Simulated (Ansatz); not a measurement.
## Effect of isotropic strain +1.74 % on PbS

Consider PbS in the rock salt structure (space group Fm-3m, No. 225; a = 5.903 Å).

One thing is altered: an isotropic linear strain of +1.74 %; the atoms relax in the strained cell.

Method: DFT with PBEsol, PAW potentials and a 420 eV plane-wave cutoff in Ansatz (a program for electronic structure), no spin-orbit coupling. Γ-centred 10×10×10 mesh, Fermi–Dirac width 0.05 eV.

The volume per atom rises by 1.365 Å³, from 25.71 Å³ to 27.07 Å³ and the space group is still Fm-3m (No. 225). The shortest interatomic distance goes up by 5.14 pm (295.1 pm → 300.3 pm) and the energy rises by 12 meV/atom. The pressure goes from zero to -27.7 kbar and the band gap goes up by 0.19 eV, from 0.19 eV to 0.38 eV (uncertain: the edges found look like a band crossing or inverted bands; the base alone).

Final structure:

```
CELL_PARAMETERS angstrom
      0.00000     3.00267     3.00267
      3.00267     0.00000     3.00267
      3.00267     3.00267     0.00000
ATOMIC_POSITIONS crystal
  S  0.00000 0.00000 0.00000
  Pb 0.50000 0.50000 0.50000
```

Spin-orbit coupling, missing from the scalar runs, can matter with Pb. Whether these cells are dynamically stable was not tested. The zero or small gap of PbS can change with the level of theory.
